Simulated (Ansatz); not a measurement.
Consider Zr$_{3}$N$_{4}$ (space group I-43d, No. 220; a = 6.7027 Å). Axes: x, y, z lie along the cube axes.

Method: plane-wave PAW DFT at the PBEsol level (Ansatz, a first-principles code, 420 eV), no spin-orbit coupling.

For the base:

| Quantity | Value |
|---|---|
| Valence-band top at Γ | 0.00, 0.00, 0.00 eV |
| Band gap | 0.75 eV |

It is then changed as follows: the cell is stretched by 0.78 % along x with no lateral relaxation; the atoms relax in the strained cell.

### Question
Estimate the effect on the valence-band top at Γ.

### Answer
The valence-band top at Γ (three highest levels, from the VBM) becomes 0.00, 0.00, -0.08 eV (base: 0.00, 0.00, 0.00 eV).

### Question
How does this affect the stress?

### Answer
The stress (xx, yy, zz, yz, xz, xy; compression positive) comes out as (-3.27, -1.13, -1.13, 0.00, 0.00, 0.00) GPa.

### Question
How does this affect the band gap?

### Answer
The band gap shrinks by 0.06 eV (0.75 eV → 0.69 eV).

### Question
What happens to the energy relative to the base?

### Answer
The energy grows by 0.9 meV/atom.

Whether these cells are dynamically stable was not tested.
